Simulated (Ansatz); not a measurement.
The starting structures come from a database of crystals and need not be the phases stable at ambient conditions.

 Where the default PAW files enter, the runs use the earlier of Ansatz's two default sets.

**Evanescent states of NaCoO2 (R-3m, not sure to be the ambient phase, 4 atoms a cell, 9.3 Å³ an atom) along the normal of (100)**

These are PBEsol (plane waves, PAW; Ansatz, an electronic-structure program) values and carry that method's errors.

No gap correction and no spin-orbit coupling; mid-gap values are interpolated between computed energies.

Energies count from the valence-band top; κ is the least over a 10×2 mesh across the current.

```
E (eV)  κ (1/Å)  where
------  -------  -----
0.03      0.144  off Γ
0.09      0.221  off Γ
0.15      0.272  off Γ
0.21      0.276      Γ
0.27      0.268      Γ
0.33      0.258      Γ
0.39      0.248      Γ
0.45      0.235      Γ
0.51      0.221      Γ
0.57      0.204      Γ
0.63      0.184      Γ
0.69      0.160      Γ
0.75      0.128      Γ
0.81      0.081      Γ
```

Question: How thick must the barrier be to attenuate the transmission by 10^4 when the electrodes' Fermi level lies at 0.75 eV, and what attenuation does that film give at 0.63 eV?

Answer: d = 4 ln 10 / (2 × 0.128) = 36.0 Å. At 0.63 eV it gives 4 × 0.184/0.128 = 5.8 decades.
